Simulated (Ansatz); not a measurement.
Output of an Ansatz run (abridged):

```
WARN ansatz: RAYON_NUM_THREADS=1 ignored (pool sized by the plan → 1); use --threads N
Pseudopotentials: kind: paw
Pseudopotential: Al, paw, valence charge 3
Pseudopotential: Ni, paw, valence charge 18
Crystal: 2 atoms, lattice volume = 23.921 Å³
Basis set: ecut = 420 eV, 461 PW (Γ)
Bands: 15, of which v1, the nominal top of the filled ones, is band 11 counted from 1 (10 counted from 0)
Symmetry: 8 space group operations
Space group: P4mm (ITA 99), of the structure as read, at distance tolerance 2.9e-5 Å
k-points: 126 of 1331 (time reversal used)
PAW frozen core: Al, regenerated for the run's functional, and the local potential with it
PAW frozen core: Ni, regenerated for the run's functional, and the local potential with it
Initial density: superposition of atomic densities (neutral atoms: chi_scale 0, normalization atom), corrected by the library's trained network
Initial wavefunctions: pseudopotential atomic-orbital guess
Eigensolver: davidson
Functional: x = slater, c = lda
SCF iter   1: F=—  HF=-6287.639562 eV  |F-HF|=—  |Δ(HF+E_count)|=         —  Δρ=1.38e-2  dr2=1.91e-2  ethr=1.77e-3  ⟨swp⟩=4.7  Hψ=8551  notcnv=0
all-band conjugate gradients solve this SCF's bands
preconditioner: auto → none
SCF iter   2: F=—  HF=-6287.636166 eV  |F-HF|=—  |Δ(HF+E_count)|=   3.40e-3  Δρ=3.28e-3  dr2=9.67e-4  ethr=9.09e-5  ⟨swp⟩=2.9  Hψ=4003  notcnv=0  defer=6
SCF iter   3: F=—  HF=-6287.636016 eV  |F-HF|=—  |Δ(HF+E_count)|=   1.50e-4  Δρ=9.33e-4  dr2=1.15e-4  ethr=4.60e-6  ⟨swp⟩=1.0  Hψ=1901  notcnv=0  defer=6
SCF iter   4: F=—  HF=-6287.635994 eV  |F-HF|=—  |Δ(HF+E_count)|=   2.28e-5  Δρ=8.75e-5  dr2=1.31e-6  ethr=5.49e-7  ⟨swp⟩=1.0  Hψ=1888  notcnv=0  defer=6
SCF iter   5: F=—  HF=-6287.636002 eV  |F-HF|=—  |Δ(HF+E_count)|=   8.51e-6  Δρ=6.10e-6  dr2=3.90e-9  ethr=6.25e-9  ⟨swp⟩=2.2  Hψ=2996  notcnv=0  defer=6
SCF iter   6: F=-6287.636002 eV  HF=-6287.636002 eV  |F-HF|=1.97e-10  |Δ(HF+E_count)|=  8.41e-10  Δρ=9.03e-7  dr2=2.72e-10  ethr=1.86e-11  ⟨swp⟩=2.3  Hψ=5895  notcnv=0
SCF 1 converged in 6 iterations: F = -6287.636002 eV  dr2 = 2.72e-10
SCF converged after 6 iterations
Free energy (F): -6287.636002 eV
Harris-Foulkes:  -6287.636002 eV  (|F-HF|=1.97e-10)
Internal energy: -6287.605555 eV  (E = F + TS)
E sigma→0 (E₀):  -6287.620778 eV
Entropy (-TS):   -0.030447 eV (-15.224 meV/atom)
Fermi energy:    13.643041 eV
--- Per-component energies (eV) ---
  E_band       = -339.523433
  E_kinetic    = 311.948900
  E_local      = -4451.854920  (includes V_loc(G=0)·N_el)
  E_nonlocal   = 651.483088
  E_hartree    = 1912.801595
  E_xc         = -125.646763
  E_vxc        = -141.046424  (∫ρ·V_xc dr)
  E_paw        = -2009.678596  (= ΣΔE_a)
  E_vpaw       = -535.657956  (= ΣTr[D̂ρ^β])
  E_aug_tail   = 0.000417  (compensation charges beyond the density's cutoff)
  E_ewald      = -2577.149112
  E_core_change = 0.489837  (= ΣΔE_core)
  E_smearing   = -0.030447  (= −TS)
  E_closure    = 0.000000  (closes the sum)
  Σ components = -6287.636002   (vs F -6287.636002, Δ=0.00e0)
--- Forces (eV/Å), atoms counted from 1 ---
  atom   1  Al     0.00000000     0.00000000    -0.25964137
  atom   2  Ni    -0.00000000     0.00000000     0.25965614
  max |Σ_I F_I| component: 1.48e-5 eV/Å
--- Stress (GPa, compression-positive) ---
       -8.158452       0.000000       0.000000
        0.000000      -8.158452       0.000000
        0.000000       0.000000      -8.261294
  P = ⅓ Tr σ = -8.1927 GPa (-81.927 kbar)
  The stress holds the Pulay correction. Without it, at fixed plane waves, as pw.x and ABINIT print it: P = -8.2843 GPa
--- Band table (eV; the first three rows and the last of 126) ---
  k-point 0: bands = ["-88.8500", "-49.6821", "-49.6821", "-49.6809", "2.5280", "10.3888", "10.3911", "12.0829", "12.0853", "12.0853", "19.0897", "19.0897", "19.0918", "21.8220", "21.8227"]
  k-point 1: bands = ["-88.8499", "-49.6828", "-49.6820", "-49.6820", "2.6801", "10.3793", "10.4239", "12.0196", "12.0196", "12.0900", "17.7173", "19.2891", "19.2891", "21.8299", "23.0211"]
  k-point 2: bands = ["-88.8496", "-49.6879", "-49.6816", "-49.6816", "3.1326", "10.2777", "10.5200", "11.8533", "11.8533", "12.1091", "15.7156", "19.8583", "19.8583", "21.8527", "24.4318"]
  k-point 125: bands = ["-88.8457", "-49.7011", "-49.7011", "-49.6999", "9.4278", "9.5831", "9.5850", "12.5504", "12.5517", "14.7028", "15.6052", "15.6129", "17.1269", "18.4136", "18.4217"]
```

The structure:

```
CELL_PARAMETERS angstrom
      2.88133     0.00000     0.00000
      0.00000     2.88133     0.00000
      0.00000     0.00000     2.88133
ATOMIC_POSITIONS crystal
  Al 0.50000 0.50000 0.51735
  Ni 0.00000 0.00000 0.00000
```

**Question.** Reconstruct the input of this run.

**Answer.** Other spellings and defaults could give the same log, and not every line can be read from it. The input that was run (DFT, LDA (PW92), plane waves, default PAW files made with PBE):

Ansatz 0.2 input:
```yaml
crystal:
  lattice:
    - [2.88133000, 0.00000000, 0.00000000]
    - [0.00000000, 2.88133000, 0.00000000]
    - [0.00000000, 0.00000000, 2.88133000]
  atoms:
    - { symbol: Al, position_ang: [1.44066500, 1.44066500, 1.49066472] }
    - { symbol: Ni, position_ang: [0.00000000, 0.00000000, 0.00000000] }
basis:
  ecutwfc: 420.0
kpoints:
  mp_grid: { grid: [11, 11, 11] }
hamiltonian:
  xc: lda
  pseudopotentials: { kind: paw }
scf:
  occupations: { method: fermi_dirac, width: 0.1 }
output:
  forces: true
  eigenvalues: true
  stress: true
```

The starting cell has typed, rounded lattice constants, without a prior relaxation at this level. Its lattice was rescaled by up to half a per cent. One atom was moved a little off its site on purpose. Spin polarisation is off. With a pressure of about -8 GPa the cell is away from its equilibrium volume at this level. Ansatz's pressure includes its estimate of the finite-basis (Pulay) stress.

Ansatz is a quantum-chemistry and plane-wave program.
